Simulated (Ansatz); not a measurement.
# CsCl-type CoAl

Computed with r²SCAN+rVV10 in Ansatz (plane waves, PAW).

Numerical settings: plane-wave cutoff 560 eV, 20×20×20 k mesh, Fermi–Dirac smearing 0.05 eV, no spin polarisation, scalar-relativistic PAW data made under PBE.

Cell (relaxed at this level):

Space group Pm-3m (No. 221); a = 2.8175 Å, b = 2.8175 Å, c = 2.8175 Å, α = 90.00°, β = 90.00°, γ = 90.00°

| atom | site | symmetry | x | y | z |
|---|---|---|---|---|---|
| Al | 1b | m-3m | 0.5000 | 0.5000 | 0.5000 |
| Co | 1a | m-3m | 0.0000 | 0.0000 | 0.0000 |

```json
{
  "bulk modulus B0": "202 GPa",
  "band_gap": "none",
  "pressure derivative B′ of the bulk modulus": "4.2"
}
```

Measured, for comparison: bulk modulus 162 GPa (room temperature, no zero-point or thermal correction; as tabulated in Yamada et al. (2019), arXiv:1910.09660). Computed (rounded) less measured: bulk modulus +25 %.

Static lattice: no zero-point or thermal effects.

Ansatz is an electronic-structure program.
